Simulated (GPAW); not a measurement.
Band structure of MnNiGe (P6_3/mmc, 6 atoms in the cell).

```
CELL_PARAMETERS angstrom
      4.07527     0.00000     0.00000
     -2.03763     3.52929     0.00000
      0.00000     0.00000     5.44216
ATOMIC_POSITIONS crystal
  Mn 0.00000 0.00000 0.50000
  Mn 0.00000 0.00000 0.00000
  Ni 0.33333 0.66667 0.75000
  Ni 0.66667 0.33333 0.25000
  Ge 0.66667 0.33333 0.75000
  Ge 0.33333 0.66667 0.25000
```
Moments meant for the start (each program seeds them in its own way; μB, in the order of the atoms Mn Mn Ni Ni Ge Ge): 4.0 4.0 0.0 0.0 0.0 0.0.

Method of the run: LDA (Perdew-Wang 92), GPAW PAW datasets LDA (gpaw-data 1.0.1) (plane waves; GPAW 25.7.0).

Settings: spinpol = true; mode = pw; ecut = 850 eV; xc = LDA; kpts = 5 5 3; mesh shift (steps) = 0 0 0; occupations.name = fermi-dirac; occupations.width = 0.136 eV; nbands = -12; symmetry.symmorphic = false; symmetry.tolerance = 0.0005; maxiter = 120; bandpath_npoints = 40.

The starting cell comes from a database of computed structures (which also holds hypothetical and non-ambient phases and stackings), without a prior relaxation at this level. Its lattice was rescaled by a random factor within 2.5 % of one. The magnetic order is the one reached from the typed start; others were not searched systematically.

Levels in eV from the Fermi level, bands 35 to 42 of the first spin channel:
```json
[
 {"point": "Γ", "35": "-0.51", "36": "-0.51", "37": "0.49", "38": "1.83", "39": "2.75", "40": "2.79", "41": "2.79", "42": "2.94"},
 {"point": "M", "35": "-1.26", "36": "-1.19", "37": "-1.08", "38": "-0.56", "39": "-0.37", "40": "0.39", "41": "1.94", "42": "3.28"},
 {"point": "K", "35": "-1.55", "36": "-1.10", "37": "-1.10", "38": "-0.33", "39": "0.52", "40": "0.52", "41": "0.82", "42": "0.82"},
 {"point": "A", "35": "-1.13", "36": "-1.13", "37": "0.82", "38": "0.82", "39": "3.08", "40": "3.08", "41": "3.08", "42": "3.08"},
 {"point": "L", "35": "-1.22", "36": "-1.22", "37": "-0.86", "38": "-0.86", "39": "0.99", "40": "0.99", "41": "2.40", "42": "2.40"},
 {"point": "H", "35": "-1.12", "36": "-1.12", "37": "-1.05", "38": "-1.05", "39": "-0.13", "40": "-0.13", "41": "4.54", "42": "4.54"}
]
```

Bands cross the Fermi level along this path, so the cell is metallic at this level.

The net moment of the cell came out as 5.49 μB.
